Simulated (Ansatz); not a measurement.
Levels about the gap of amorphous Hf₁₈O₃₇Cu₂ (57 atoms in a cell of 734 Å³, 8.89 g/cm³; zone centre alone, so wide bands show as single levels with stretches between that a denser mesh fills), at the geometry that PBE relaxed, where it gives -1.9 GPa on a denser mesh. The participation number counts the atoms over which a state spreads; weights are charges in smoothed Voronoi cells. The levels come from a single point, so bond lengths are those of that geometry. Method of the levels: PBE, scalar-relativistic without spin-orbit coupling (Ansatz, a program for electronic structure). Sampling: the zone centre alone; Fermi-Dirac width 0.02 eV; no spin polarisation. At PBE the levels at the filled edge of the gap are localised (band-tail or defect states), and the nearest spread-out levels lie 3.5 eV apart at the zone centre.

A CHGNet melt-quench gave the starting glass, which DFT then relaxed. O atoms were pushed apart under 1.9 Å during the dynamics, to hinder bonds among them. The hot cell started wider than the set density and was brought back towards it in steps. It is the lowest in DFT energy of 2 quenches. It is a model cell: composition and starting density were chosen by hand, and all elements were melted together. No dispersion term was used. Its density started from a set value of 8.89 and ended at 8.89 g/cm³. Cooling (nominally 380 K/ps over its main leg) ran many orders faster than in experiment, which tends to leave more defects and strain. Values belong to this one cell and scatter from quench to quench. The volume was held where the preparation left it and the shape relaxed, at a PBE pressure of -1.9 GPa (tension). Stress components on the final sampling reach 2.2 GPa.

| E - E(highest filled), eV | filling | participation number | largest on | weight Cu | weight Hf | weight O |
|---|---|---|---|---|---|---|
| -1.03 | filled | 2.5 | Cu, 5 neighbours | 0.86 | 0.02 | 0.12 |
| -0.93 | filled | 2.5 | Cu, 5 neighbours | 0.81 | 0.02 | 0.17 |
| -0.83 | filled | 2.5 | Cu, 5 neighbours | 0.81 | 0.02 | 0.17 |
| -0.63 | filled | 2.5 | Cu, 5 neighbours | 0.76 | 0.02 | 0.21 |
| -0.57 | filled | 1.7 | Cu, 5 neighbours | 0.81 | 0.02 | 0.17 |
| -0.43 | filled | 2.8 | Cu, 5 neighbours | 0.82 | 0.02 | 0.16 |
| 0.00 | filled | 2.1 | Cu, 5 neighbours | 0.73 | 0.03 | 0.24 |
| 1.95 | empty | 13.6 | Cu, 5 neighbours | 0.34 | 0.22 | 0.44 |
| 2.56 | empty | 27.1 | Hf, 6 neighbours | 0.01 | 0.62 | 0.37 |
| 2.65 | empty | 16.0 | Hf, 6 neighbours | 0.05 | 0.56 | 0.39 |
| 2.70 | empty | 32.1 | Hf, 8 neighbours | 0.03 | 0.58 | 0.39 |
| 2.87 | empty | 24.1 | Hf, 6 neighbours | 0.02 | 0.61 | 0.37 |
| 2.88 | empty | 29.7 | Hf, 7 neighbours | 0.03 | 0.59 | 0.38 |
| 2.91 | empty | 24.0 | Hf, 5 neighbours | 0.03 | 0.59 | 0.38 |

Most localised among these is the filled level at -0.57 eV, on a Cu atom, which has 5 neighbours (O 1.99 Å, O 2.04 Å, O 2.10 Å, Cu 2.63 Å, Hf 3.03 Å).
